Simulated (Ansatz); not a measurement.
Given:

```
CELL_PARAMETERS angstrom
      4.20742     0.00000     0.00000
      0.00000     4.20742     0.00000
      0.00000     0.00000     4.20742
ATOMIC_POSITIONS crystal
  Ba 0.00000 0.00000 0.00000
  Hf 0.50000 0.50000 0.50000
  O  0.50000 0.00000 0.50000
  O  0.00000 0.50000 0.50000
  O  0.50000 0.50000 0.00000
```

No spin polarisation.

The values are results of plane-wave PAW DFT at the PBEsol level (Ansatz, an electronic-structure program, 420 eV), spin-orbit coupling left out, not measurements. k-mesh 8×8×8 (Γ-centred); smearing 0.05 eV (Fermi–Dirac).

### Question
Estimate the gap character.

### Answer
Indirect, R → Γ.

### Question
Estimate the electron mass (degenerate bands, along [100]).

### Answer
0.34, 0.34, 2.3 mₑ (at Γ).

### Question
Predict the smallest direct gap.

### Answer
3.65 eV.

Spin-orbit coupling, missing from the scalar runs, can matter with Hf. The cells carry an imposed strain or load. Masses are band curvatures over ±0.01 Å⁻¹ around the edge. Whether these cells are dynamically stable was not tested. The cell was made from BaHfO3 in the cubic perovskite structure (space group Pm-3m, No. 221) by this change: isotropic strain +1.20 %.
